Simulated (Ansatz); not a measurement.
We consider HfC (model structure, started from the NbAs type, I4₁md, No. 109, 4 atoms in the cell), described by r²SCAN+SOC in Ansatz (PAW).

Input:

Ansatz 0.2 input:
```yaml
crystal:
  lattice:
    - [-1.5011032815, 1.5011032815, 5.6378664211]
    - [1.5011032815, -1.5011032815, 5.6378664211]
    - [1.5011032815, 1.5011032815, -5.6378664211]
  atoms:
    - { symbol: Hf, position: [0.5042986099, 0.5042986099, 0.0] }
    - { symbol: Hf, position: [0.2542986099, 0.7542986099, 0.5] }
    - { symbol: C, position: [0.9117013901, 0.9117013901, 0.0] }
    - { symbol: C, position: [0.6617013901, 0.1617013901, 0.5] }
basis:
  ecutwfc: 560
  ecutrho_ratio: 4
  xc_grid: 3
kpoints:
  mp_grid: { grid: [26, 26, 26] }
hamiltonian:
  xc: r2scan
  dispersion: none
  pseudopotentials: { kind: paw }
scf:
  occupations: { method: fermi_dirac, width: 0.05 }
  convergence: { dr2_threshold: 0.0000000004 }
output:
  forces: true
  stress: true
  eigenvalues: true
magnetization:
  noncollinear: true
  spin_orbit: true
```

Excerpt of the program's output:

```
Crystal: 4 atoms, lattice volume = 50.815 Å³
Basis set: ecut = 560 eV, 1525 PW (Γ), FFT grids on a1+a3, a2+a3, a3, exchange–correlation on 72×72×144 points (27 copies of the dense FFT grid, shifted against one another)
Bands: 72, of which v1, the nominal top of the filled ones, is band 60 counted from 1 (59 counted from 0)
Symmetry: 8 space group operations + 8 with time reversal
k-points: 1330 of 17576 (time reversal used)
Initial density: superposition of atomic densities (chi_scale 0.1, normalization cell, long waves kept (reshape's long-wave potential 0.00 eV rms))
Functional: x = r2scan, c = r2scan; τ floored in thin density (d = 2e-4 eV/Å³)
spin=Noncollinear: Kerker preconditioning applied to the charge; magnetization (m_x, m_y, m_z) channels mix plain (no charge-response kernel on spin).
SCF 1 converged in 12 iterations: F = -31919.268594 eV  dr2 = 1.11e-10
SCF converged after 12 iterations
Free energy (F): -31919.268594 eV
Internal energy: -31919.260697 eV  (E = F + TS)
E sigma→0 (E₀):  -31919.264646 eV
Fermi energy:    19.717152 eV
--- Forces (eV/Å), atoms counted from 1 ---
  atom   1  Hf     0.00000000     0.00000000    -0.15588492
  atom   2  Hf     0.00000000    -0.00000000    -0.15588492
  atom   3  C     -0.00000000    -0.00000000     0.15586222
  atom   4  C      0.00000000     0.00000000     0.15586222
--- Stress (GPa, compression-positive) ---
        4.184335      -0.000000      -0.000000
       -0.000000       4.184335       0.000000
       -0.000000       0.000000       2.930834
  P = ⅓ Tr σ = 3.7665 GPa (37.665 kbar)
```

The PAW data were made under PBE.

Note: the relaxation could raise the start's symmetry but not lower it, so the cell can be a saddle point. Note: cell and atoms aren't relaxed at this level (largest force component 0.16 eV/Å, pressure 3.8 GPa).

A model structure was made by putting elements into a prototype or built by hand; it is no filed structure, need not be a known phase, and can be a saddle point held by its symmetry.

Ansatz is a quantum-chemistry and plane-wave program.
